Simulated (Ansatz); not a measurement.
Start from GeSb2Te4 (space group R-3m, No. 166; a = 4.248 Å, c = 40.192 Å (hexagonal axes)).

The values are results of Ansatz (a quantum-chemistry and plane-wave program), PBE-D3(BJ), PAW, cutoff 420 eV, no spin-orbit coupling, not measurements.

One change was made to it. Results:

```csv
quantity,base,after
band gap,0.10 eV,zero
shortest interatomic distance,2.965 Å,2.828 Å
c/a ratio,9.461,9.696
```

**Question.** Which change produced these results?
A. pressure 2.1 GPa
B. pressure 9 GPa
C. pressure 30 GPa
D. pressure −1 GPa
E. pressure 0.9 GPa

**Answer.** B, pressure 9 GPa. For comparison, the shortest interatomic distance in the other runs: pressure −1 GPa gives 2.988 Å; pressure 0.9 GPa gives 2.947 Å; pressure 2.1 GPa gives 2.927 Å; pressure 30 GPa gives 2.675 Å.

A case with no gap was solved on a k-mesh chosen for an insulator, which is coarse for it. From pressure 30 GPa on, the axis ratios lie over 15 % from the base's, so the cell there is far from its starting form. With Sb and Te present, leaving out spin-orbit coupling can change the band edges. Load acts through the strain it causes; cell and atoms are relaxed under it. Stability against distortions was not tested. Competing high-pressure phases were not computed. All final runs are without spin polarisation. Gaps under 0.05 eV, about the width of the smearing, are given as zero. The program warned that a D3 coordination switch lies within reach, so dispersion energies are less smooth here. The zero or small gap of GeSb2Te4 can change with the level of theory.
